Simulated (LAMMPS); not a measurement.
LAMMPS 22 Jul 2025, classical MD, EAM (W_zhou.eam.alloy): W, 5488 atoms.

```
Item                                                                                      Result
-----------------------------------------------  -----------------------------------------------
task                                                                                     MD, nve
potential                                                                  EAM, W_zhou.eam.alloy
copies of the repeat unit                                                               14×14×14
shape (slab and sphere leave vacuum in the box)                                             bulk
steps                                                                                       2000
timestep                                                                                    2 fs
thermo                                                                                        50
newton                                                                              on (default)
atom_modify sort (bins of 2 Å where set)                                          1000 (default)
comm_style                                                                       brick (default)
box                                                                         44.3 × 44.3 × 44.3 Å
start                                            generated bcc lattice, warmed in an untimed run
```

All runs start from one configuration, warmed at this fixed volume for 1000 steps under a thermostat at 1200 K. The run at a skin of 2 Å has a mean temperature of 1200 K and a mean pressure of 4.3 GPa.

Single runs; times are not shown.

With neigh_modify every 1 delay 0 check yes, skins of 0.1, 0.3, 0.5, 1, 1.5, 2, 3 Å were run. Further schedules:
- skin 0.3 Å, every 10 delay 0 check yes
- skin 0.3 Å, every 20 delay 0 check no
- skin 0.3 Å, every 100 delay 0 check no
- skin 2 Å, every 10 delay 0 check yes
- skin 1 Å, every 1 delay 10 check yes
- skin 1 Å, every 10 delay 0 check yes
- skin 2 Å, every 20 delay 0 check no

A schedule rebuilds too seldom if it shows a dangerous build, rebuilds less often than the check at every step does at that skin, or fails.

### Question
Name the settings that rebuild less often than the motion of the atoms asks.

### Answer
With the check at every step the rebuilds are 674 at 0.1 Å, 265 at 0.3 Å, 162 at 0.5 Å, 76 at 1 Å, 3 at 1.5 Å, 0 at 2 Å, 0 at 3 Å. Too seldom: skin 0.3 Å, every 10 delay 0 check yes; skin 0.3 Å, every 20 delay 0 check no; skin 0.3 Å, every 100 delay 0 check no; skin 1 Å, every 10 delay 0 check yes.

```
setting                                 rebuilds  dangerous builds  list entries an atom  change of the total energy (meV/atom)
--------------------------------------  --------  ----------------  --------------------  -------------------------------------
skin 0.1 Å, every 1 delay 0 check yes        674                 —                  68.2                                −0.0045
skin 0.3 Å, every 1 delay 0 check yes        265                 —                  74.4                                −0.0045
skin 0.5 Å, every 1 delay 0 check yes        162                 —                  82.4                                −0.0045
skin 1 Å, every 1 delay 0 check yes           76                 —                  85.9                                −0.0045
skin 1.5 Å, every 1 delay 0 check yes          3                 —                   107                                −0.0045
skin 2 Å, every 1 delay 0 check yes            0                 —                   131                                −0.0045
skin 3 Å, every 1 delay 0 check yes            0                 —                   166                                −0.0045
skin 0.3 Å, every 10 delay 0 check yes       200               200                  74.4                                −0.0045
skin 0.3 Å, every 20 delay 0 check no        100       not counted                  74.4                                −0.0045
skin 0.3 Å, every 100 delay 0 check no        20       not counted                  74.4                                −0.0045
skin 2 Å, every 10 delay 0 check yes           0                 0                   131                                −0.0045
skin 1 Å, every 1 delay 10 check yes          76                 0                  85.9                                −0.0045
skin 1 Å, every 10 delay 0 check yes          66                 0                  85.9                                −0.0045
skin 2 Å, every 20 delay 0 check no          100       not counted                   131                                −0.0045
```

Where the energy changes as in the checked runs, the late rebuilds cost nothing that shows in this run. List entries are as LAMMPS prints them (Ave neighs/atom).
